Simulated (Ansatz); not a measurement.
Variants of one calculation on CdCu2SnTe4 (I-42m, 8 atoms in the cell)

```yaml
crystal:
  lattice:
    - [-3.19927, 3.19927, 6.37572]
    - [3.19927, -3.19927, 6.37572]
    - [3.19927, 3.19927, -6.37572]
  atoms:
    - { symbol: Cd, position: [0.00000, 0.00000, 0.00000] }
    - { symbol: Cu, position: [0.75000, 0.25000, 0.50000] }
    - { symbol: Cu, position: [0.25000, 0.75000, 0.50000] }
    - { symbol: Sn, position: [0.50000, 0.50000, 0.00000] }
    - { symbol: Te, position: [0.89042, 0.39390, 0.00000] }
    - { symbol: Te, position: [0.60610, 0.60610, 0.49652] }
    - { symbol: Te, position: [0.39390, 0.89042, 0.00000] }
    - { symbol: Te, position: [0.10958, 0.10958, 0.50348] }
```

Base run A: LDA (PW92), PAW files made with PBE (Ansatz, an electronic-structure program), self-consistent single point.

Its settings: kpoints.mp_grid.grid = 5 5 5; hamiltonian.xc = lda; hamiltonian.pseudopotentials = {kind: paw} (the program's default PAW files); scf.occupations.method = gaussian; scf.occupations.width = 0.0147 Ry.

The starting cell comes from a database of computed structures (which also holds hypothetical and non-ambient phases and stackings), without a prior relaxation at this level. Its lattice was rescaled by a random factor within 2.5 % of one. Spin polarisation is off. In the base run, with a pressure of about -5 GPa the cell is away from its equilibrium volume at this level. Ansatz's pressure includes its estimate of the finite-basis (Pulay) stress. The run gives no clean gap (levels at the Fermi energy touch, overlap or are partly filled at this smearing), which alone does not show that the compound is a metal.

A dash stands where there is no value to compare (another energy zero or no entropy term, no result, no spin, no clean gap, or a mesh too coarse for one). 

| run | change | pressure (GPa) | largest force (eV/Å) | dispersion energy (eV/atom) |
|---|---|---|---|---|
| A | base | -5.45 | 0.056 | – |
| B | hamiltonian.xc: lda → pbesol; hamiltonian.dispersion: default → d3bj [PBEsol-D3BJ] | -5.63 | 0.032 | -0.329 |
| C | hamiltonian.xc: lda → pbesol; hamiltonian.dispersion: default → d3bjatm [PBEsol-D3BJ-ATM] | -5.47 | 0.032 | -0.312 |

Run B against A: The pressure goes from -5.45 to -5.63 GPa and the largest force goes from 0.056 to 0.032 eV/Å.

Run C against A: The pressure hardly changes (-5.45 to -5.47 GPa) and the largest force goes from 0.056 to 0.032 eV/Å.

Left out of this page: 3 runs of the series unsound by tests on forces, stress, charge or solver warnings.

Keys are those of Ansatz 0.2.
